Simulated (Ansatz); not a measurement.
**K, response to strain**

Start from K in the bcc (W type) structure (space group Im-3m, No. 229; a = 5.2146 Å; relaxed with 0.1 eV smearing). Axes: x, y, z lie along the cube axes.

Strains are applied to the cell and any free atomic positions relax; under biaxial strain the out-of-plane vector relaxes too.

Calculations: Ansatz (an electronic-structure program), PBEsol, PAW, cutoff 420 eV, scalar-relativistic without spin-orbit coupling.

Candidates:
(a) biaxial strain −2.00 %, plane normal [001], relaxed out of plane
(b) biaxial strain −0.50 %, plane normal [001], relaxed out of plane
(c) biaxial strain −1.50 %, plane normal [001], relaxed out of plane
(d) biaxial strain +1.00 %, plane normal [001], relaxed out of plane
(e) biaxial strain −3.00 %, plane normal [001], relaxed out of plane

Task: Order them by out-of-plane strain, lowest first.

Result: (d) biaxial strain +1.00 %, plane normal [001], relaxed out of plane (-1.39 %), (b) biaxial strain −0.50 %, plane normal [001], relaxed out of plane (+1.08 %), (c) biaxial strain −1.50 %, plane normal [001], relaxed out of plane (+2.98 %), (a) biaxial strain −2.00 %, plane normal [001], relaxed out of plane (+3.99 %), (e) biaxial strain −3.00 %, plane normal [001], relaxed out of plane (+6.19 %)

No phonon test of stability was made.
